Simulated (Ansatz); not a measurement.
System: WSi₂ (P6₂22, No. 180, 9 atoms in the cell; start mp-8939; a measured phase of this formula has another space group). Method: r²SCAN+rVV10 in Ansatz (plane waves, PAW).

The input as run:

Ansatz 0.2 input:
```yaml
crystal:
  lattice:
    - [4.5718562154, 0.0, 0.0]
    - [-2.2859281077, 3.959343625, 0.0]
    - [0.0, 0.0, 6.6005346861]
  atoms:
    - { symbol: Si, position: [0.8364124761, 0.6728249521, 0.5] }
    - { symbol: Si, position: [0.1635875239, 0.8364124761, 0.8333333333] }
    - { symbol: Si, position: [0.3271750479, 0.1635875239, 0.1666666667] }
    - { symbol: Si, position: [0.1635875239, 0.3271750479, 0.5] }
    - { symbol: Si, position: [0.8364124761, 0.1635875239, 0.8333333333] }
    - { symbol: Si, position: [0.6728249521, 0.8364124761, 0.1666666667] }
    - { symbol: W, position: [0.0, 0.5, 0.1666666667] }
    - { symbol: W, position: [0.5, 0.0, 0.5] }
    - { symbol: W, position: [0.5, 0.5, 0.8333333333] }
basis:
  ecutwfc: 560
  ecutrho_ratio: 4
  xc_grid: 3
kpoints:
  mp_grid: { grid: [18, 18, 8] }
  band_path:
    path:
      - [0.0, 0.0, 0.0]
      - [0.071429, 0.0, 0.0]
      - [0.142857, 0.0, 0.0]
      - [0.214286, 0.0, 0.0]
      - [0.285714, 0.0, 0.0]
      - [0.357143, 0.0, 0.0]
      - [0.428571, 0.0, 0.0]
      - [0.5, 0.0, 0.0]
      - [0.458333, 0.083333, 0.0]
      - [0.416667, 0.166667, 0.0]
      - [0.375, 0.25, 0.0]
      - [0.333333, 0.333333, 0.0]
      - [0.296296, 0.296296, 0.0]
      - [0.259259, 0.259259, 0.0]
      - [0.222222, 0.222222, 0.0]
      - [0.185185, 0.185185, 0.0]
      - [0.148148, 0.148148, 0.0]
      - [0.111111, 0.111111, 0.0]
      - [0.074074, 0.074074, 0.0]
      - [0.037037, 0.037037, 0.0]
      - [0.0, 0.0, 0.125]
      - [0.0, 0.0, 0.25]
      - [0.0, 0.0, 0.375]
      - [0.0, 0.0, 0.5]
      - [0.071429, 0.0, 0.5]
      - [0.142857, 0.0, 0.5]
      - [0.214286, 0.0, 0.5]
      - [0.285714, 0.0, 0.5]
      - [0.357143, 0.0, 0.5]
      - [0.428571, 0.0, 0.5]
      - [0.5, 0.0, 0.5]
      - [0.458333, 0.083333, 0.5]
      - [0.416667, 0.166667, 0.5]
      - [0.375, 0.25, 0.5]
      - [0.333333, 0.333333, 0.5]
      - [0.296296, 0.296296, 0.5]
      - [0.259259, 0.259259, 0.5]
      - [0.222222, 0.222222, 0.5]
      - [0.185185, 0.185185, 0.5]
      - [0.148148, 0.148148, 0.5]
      - [0.111111, 0.111111, 0.5]
      - [0.074074, 0.074074, 0.5]
      - [0.037037, 0.037037, 0.5]
      - [0.5, 0.0, 0.375]
      - [0.5, 0.0, 0.25]
      - [0.5, 0.0, 0.125]
      - [0.333333, 0.333333, 0.375]
      - [0.333333, 0.333333, 0.25]
      - [0.333333, 0.333333, 0.125]
    npoints: 1
hamiltonian:
  xc: r2scan
  dispersion: rvv10
  pseudopotentials: { kind: paw }
scf:
  occupations: { method: fermi_dirac, width: 0.05 }
  convergence: { dr2_threshold: 0.0000000009 }
output:
  forces: true
  stress: true
  eigenvalues: true
  write_bands: true
```

The run printed, among other lines:

```
Crystal: 9 atoms, lattice volume = 119.480 Å³
Basis set: ecut = 560 eV, 3607 PW (Γ), exchange–correlation on 108×108×162 points (27 copies of the dense FFT grid, shifted against one another)
Bands: 42, of which v1, the nominal top of the filled ones, is band 33 counted from 1 (32 counted from 0)
Symmetry: 12 space group operations
Space group: P6222 (ITA 180), of the structure as read, at distance tolerance 4.9e-5 Å
k-points: 185 of 2592 (time reversal used)
Functional: x = r2scan, c = r2scan + rvv10(b = 11.95, C = 0.0093); τ floored in thin density (d = 2e-4 eV/Å³)
SCF iter   1: F=—  HF=-35017.413528 eV  |F-HF|=—  |Δ(HF+E_count)|=         —  Δρ=1.39e-2  dr2=3.63e-1  dr2_τ=2.83e-1
SCF iter   2: F=—  HF=-35017.539461 eV  |F-HF|=—  |Δ(HF+E_count)|=   1.26e-1  Δρ=5.71e-3  dr2=2.43e-2  dr2_τ=8.14e-3
  ...
SCF iter   7: F=—  HF=-35017.545267 eV  |F-HF|=—  |Δ(HF+E_count)|=   2.58e-8  Δρ=1.39e-6  dr2=2.90e-9  dr2_τ=1.44e-10
SCF iter   8: F=-35017.545267 eV  HF=-35017.545267 eV  |F-HF|=1.53e-10  |Δ(HF+E_count)|=   1.30e-9  Δρ=3.36e-7  dr2=1.09e-10  dr2_τ=1.39e-11
SCF 1 converged in 8 iterations: F = -35017.545267 eV  dr2 = 1.09e-10
SCF converged after 8 iterations
Free energy (F): -35017.545267 eV
Internal energy: -35017.544418 eV  (E = F + TS)
E sigma→0 (E₀):  -35017.544842 eV
Fermi energy:    17.649543 eV
--- Forces (eV/Å), atoms counted from 1 ---
  atom   1  Si    -0.00000000     0.00007219     0.00000000
  atom   2  Si    -0.00006252     0.00003610    -0.00000000
  atom   3  Si    -0.00006252    -0.00003610     0.00000000
  atom   4  Si    -0.00000000    -0.00007219     0.00000000
  atom   5  Si     0.00006252    -0.00003610    -0.00000000
  atom   6  Si     0.00006252     0.00003610     0.00000000
  atom   7  W      0.00000000     0.00000000    -0.00000000
  atom   8  W      0.00000000     0.00000000     0.00000000
  atom   9  W      0.00000000    -0.00000000     0.00000000
--- Stress (GPa, compression-positive) ---
        0.001005       0.000000       0.000000
        0.000000       0.001005      -0.000000
       -0.000000      -0.000000      -0.002369
  P = ⅓ Tr σ = -0.0001 GPa (-0.001 kbar)
```

The PAW data were made under PBE.

Cost on a shared machine: roughly 4 core-minutes.

A start named mp-… is a Materials Project structure, which need not be a measured phase.

Ansatz is an electronic-structure program.
